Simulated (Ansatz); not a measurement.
Take Tl in the hcp (Mg type) structure (space group P6_3/mmc, No. 194; a = 3.458 Å, c = 5.523 Å) as the base.

Calculations: DFT with PBEsol, PAW potentials and a 420 eV plane-wave cutoff in Ansatz (a program for electronic structure), scalar-relativistic without spin-orbit coupling.

For the base:

The c/a ratio is 1.597 and the lattice parameter a is 3.458 Å.

Perturbation: cell and atoms relaxed at a pressure of 30 GPa.

### Question
Estimate the effect on the c/a ratio.

### Answer
The c/a ratio goes up by 0.041 to 1.638.

### Question
Estimate the effect on the lattice parameter a.

### Answer
The lattice parameter a drops by 0.390 Å (3.458 Å → 3.068 Å).

Load acts through the strain it causes; cell and atoms are relaxed under it. Stability against distortions was not tested. Competing high-pressure phases were not computed.
